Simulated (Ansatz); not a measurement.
**Several settings converged on Sb (Im-3m, 1 atom in the cell)**

```
CELL_PARAMETERS angstrom
     -1.86198     1.86198     1.86198
      1.86198    -1.86198     1.86198
      1.86198     1.86198    -1.86198
ATOMIC_POSITIONS crystal
  Sb 0.00000 0.00000 0.00000
```

Base method: LDA (PW92), default PAW files made with PBE (plane waves; Ansatz, a quantum-chemistry and plane-wave program).

Base settings: basis.ecutwfc = 420 eV; kpoints.mp_grid.grid = 12 12 12; hamiltonian.xc = lda; hamiltonian.pseudopotentials = {kind: paw} (the program's default PAW files); scf.occupations.method = gaussian; scf.occupations.width = 0.1 eV.

The count of work is k-points × plane waves × bands × iterations; it is no time. 

**The width of Fermi-Dirac smearing**

In this ladder: kpoints.mp_grid.grid = 20 20 20; scf.occupations.method = fermi_dirac.

Narrow widths need finer meshes than wide ones, so the last steps can hold mesh noise.

Only quantities that move along the ladder and can be compared are tabulated; pressure and forces are left out, as mesh noise rules them at narrow widths.

| scf.occupations.width | free energy less the last step's (meV/atom) | energy extrapolated to zero width less the last step's (meV/atom) |
|---|---|---|
| 1 eV | -999.34 | -13.68 |
| 0.5 eV | -249.11 | -0.45 |
| 0.3 eV | -88.29 | -0.99 |
| 0.2 eV | -38.25 | -1.23 |
| 0.1 eV | -8.11 | -0.71 |
| 0.05 eV | 0.00 | 0.00 |

Widest scf.occupations.width that holds the free energy within 5 meV/atom: not settled: the last two steps still differ by 8.1 meV/atom, over half the tolerance, so the ladder does not show it.

State of the energy extrapolated to zero width at the end of the ladder: still drifting one way, by 1.2 meV/atom over the last two steps, so the last step is no safe reference.

The extrapolation to zero width removes most of the smearing's effect on the energy.

**The width of Methfessel-Paxton smearing**

In this ladder: kpoints.mp_grid.grid = 20 20 20; scf.occupations.method = methfessel_paxton.

Narrow widths need finer meshes than wide ones, so the last steps can hold mesh noise.

Only quantities that move along the ladder and can be compared are tabulated; pressure and forces are left out, as mesh noise rules them at narrow widths.

| scf.occupations.width | free energy less the last step's (meV/atom) |
|---|---|
| 1 eV | -0.82 |
| 0.5 eV | -1.53 |
| 0.3 eV | -1.31 |
| 0.2 eV | -0.65 |
| 0.1 eV | -0.08 |
| 0.05 eV | 0.00 |

Widest scf.occupations.width that holds the free energy within 1 meV/atom of the last step, with all finer ones: 0.2 eV; the step before is off by 1.3 meV/atom.

**The mesh under tetrahedron occupations**

In this ladder: scf.occupations.method = tetrahedron; scf.occupations.width = default.

Only quantities that move along the ladder and can be compared are tabulated.

| kpoints.mp_grid.grid | free energy less the last step's (meV/atom) | pressure (GPa) | count of work / last |
|---|---|---|---|
| 5 5 5 | 78.18 | 0.25 | 0.015 |
| 6 6 6 | 6.81 | -0.30 | 0.024 |
| 8 8 8 | 18.75 | -0.41 | 0.043 |
| 10 10 10 | -2.86 | -0.80 | 0.069 |
| 12 12 12 | -0.39 | -0.82 | 0.11 |
| 15 15 15 | 0.76 | -0.87 | 0.18 |
| 19 19 19 | -0.09 | -0.90 | 0.32 |
| 23 23 23 | -0.04 | -0.92 | 0.54 |
| 29 29 29 | 0.00 | -0.94 | 1.0 |

Coarsest kpoints.mp_grid.grid that holds the free energy within 1 meV/atom of the last step, with all finer ones: 12 12 12, at 0.11 of the last step's count of work; the step before is off by 2.9 meV/atom.

Coarsest kpoints.mp_grid.grid that holds the pressure within 1 GPa of the last step, with all finer ones: 6 6 6, at 0.024 of the last step's count of work; the step before is off by 1.2 GPa.

On the base run: the starting cell comes from a database of computed structures (which also holds hypothetical and non-ambient phases and stackings), without a prior relaxation at this level. Its lattice was rescaled by up to half a per cent. Ansatz's pressure includes its estimate of the finite-basis (Pulay) stress.

Left out of this page: 4 runs of the series outside the window shown, repeating another row's setting, or not comparable.

Keys are those of Ansatz 0.2.
